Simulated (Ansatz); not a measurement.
**BAs under load (space group F-43m): band-edge transport data**

```
AsB
1.0
    0.00000     2.32288     2.32288
    2.32288     0.00000     2.32288
    2.32288     2.32288     0.00000
B As
1 1
Direct
  0.00000   0.00000   0.00000
  0.25000   0.25000   0.25000
```

All values below come from PBE with spin-orbit coupling, rigid bands (plane waves, PAW; Ansatz, an electronic-structure program). Condition of this run: hydrostatic pressure of 12.8 GPa (compression positive) (the target of the relaxation). How the cell was made: cell and atoms relaxed with PBEsol, then loaded as said.

The band gap comes out as 1.04 eV and the electron conductivity mass (300 K, dilute) is 0.30 mₑ. The hole conductivity mass (300 K, dilute) is 0.35 mₑ, the effective density of states N_c (300 K) is 3.6e19 cm⁻³ and the effective density of states N_v (300 K) is 1.2e19 cm⁻³. The density-of-states mass, electrons comes out as 1.27 mₑ and the density-of-states mass, holes is 0.60 mₑ. The Seebeck coefficient, n-type 1e19 cm⁻³, 300 K is -322 μV/K, the best n-type power factor at 300 K for τ = 10 fs (best axis; densities from 1e16 to 1e21 cm⁻³ tried, whether or not they can be reached) comes out as 18.4 μW/(cm·K²) at 1e20 cm⁻³ and the Seebeck coefficient, p-type 1e19 cm⁻³, 300 K comes out as 249 μV/K. The best p-type power factor at 300 K for τ = 10 fs (best axis; densities from 1e16 to 1e21 cm⁻³ tried, whether or not they can be reached) is 8.9 μW/(cm·K²) at 3e20 cm⁻³.

Rigid bands; masses and Seebeck coefficients take one relaxation time τ for all states and one kind of carrier; polarons and phonon drag are left out. Geometry: cell and atoms relaxed with PBEsol.
